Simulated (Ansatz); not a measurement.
Structures of equal composition on the (111) surface of fcc Pd: a layer of Ir in place of the second plane; a layer of Ir in place of the third plane. The slabs share one bottom face, and each structure is named by its start. These are constructed structures in small cells; real faces may alloy, dewet or reconstruct in larger ones, and not all known structures of the face are among them. Slabs of about 11 Å with all that they carry, Fermi-Dirac smearing of 0.1 eV. Bottom of the slabs: a bare face, its two planes held. Relaxed from the named starts with such symmetry as they have, on meshes of like density; energies extrapolated to zero smearing; no spin-orbit coupling, no U. Spin-polarised runs, if any, are marked in brackets, and their order is one that fits the cell; the others ran without spin.

Computed with PBE (plane waves to 420 eV, PAW; Ansatz, a first-principles code).

Task: Rank these by energy per 1x1 cell (lowest first), as PBE gives it.

Result: a layer of Ir in place of the third plane (0.000 eV), a layer of Ir in place of the second plane (0.104 eV)
